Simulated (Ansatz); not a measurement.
## Band gap of WO3 (Pbcm, No. 57, 16 atoms in the cell; start mp-2486616; a measured phase of this formula has another space group) at several levels of theory

No measured value is used here.

```json
[
 {"level (code)": "LDA (Ansatz)", "value (eV)": "1.09", "cell (Å³/atom)": "13.57"},
 {"level (code)": "PBEsol (Ansatz)", "value (eV)": "…", "cell (Å³/atom)": "13.90"},
 {"level (code)": "PBEsol+SOC (Ansatz)", "value (eV)": "1.10", "cell (Å³/atom)": "13.90"}
]
```

### Question
What belongs in the gaps?

### Answer

- PBEsol (Ansatz, a quantum-chemistry and plane-wave program), value (eV): 1.19

Computed values are for a static lattice. Levels without +SOC have no spin–orbit coupling; where heavier elements are present it shifts gaps, mostly down, and can invert bands.  Values are at the level's own relaxed cell; PBEsol+SOC at the PBEsol cell. Ansatz's density-functional and Hartree–Fock values are scalar-relativistic unless marked +SOC, with PAW data made under PBE.

A start named mp-… is a Materials Project structure, which need not be a measured phase.
